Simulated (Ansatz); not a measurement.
We consider cubic perovskite KZnF3, described by r²SCAN-D4 (plane waves, PAW; Ansatz, a quantum-chemistry and plane-wave program).

Numerical settings: plane-wave cutoff 560 eV, 8×8×8 k mesh, Fermi–Dirac smearing 0.01 eV, scalar-relativistic PAW data made under PBE.

Cell (relaxed at this level):

```xyz
5
Lattice="4.0379 0.0000 0.0000 0.0000 4.0379 0.0000 0.0000 0.0000 4.0379" Properties=species:S:1:pos:R:3 pbc="T T T"
K      0.0000     0.0000     0.0000
Zn     2.0189     2.0189     2.0189
F      2.0189     0.0000     2.0189
F      0.0000     2.0189     2.0189
F      2.0189     2.0189     0.0000
```

Problem. Predict the band gap and smallest direct gap on the k points sampled.

Solution. 
* **band gap**: 4.66 eV (indirect)
* **smallest direct gap on the k points sampled**: 6.67 eV
